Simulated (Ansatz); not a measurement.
The reference is CdS in the wurtzite structure (space group P6_3mc, No. 186; a = 4.197 Å, c = 6.830 Å).

(Cell as relaxed with PBE.)

Levels (all Ansatz, a program for electronic structure, PAW, earlier PAW set): PBE (420 eV, no spin-orbit coupling); r2SCAN (500 eV, no SOC).

Each level relaxes its own structure.

| base | PBE | r2SCAN |
|---|---|---|
| volume per atom | 26.04 Å³ | 25.41 Å³ |
| lattice parameter a | 4.197 Å | 4.164 Å |
| band gap | 1.11 eV | 1.63 eV |

Perturbation: Si takes the place of S on all its sites; the structure is relaxed again.

```csv
quantity,PBE,r2SCAN
shortest interatomic distance,2.659 Å,(withheld)
space group,P6_3/mmc (No. 194),(withheld)
band gap,zero,(withheld)
```

Task: What does r2SCAN give?

Result: 
- shortest interatomic distance, r2SCAN: 2.635 Å
- space group, r2SCAN: P6_3/mmc (No. 194)
- band gap, r2SCAN: zero

PBE's shortest interatomic distance lies 0.024 Å above r2SCAN's (0.9 %); the two agree on the space group and band gap. Neither level is exact; r2SCAN is the comparison here, not a measurement.

No phonon test of stability was made. As relaxed here, CdSi is a hypothetical phase, not in the database extracts checked. All final runs are without spin polarisation.
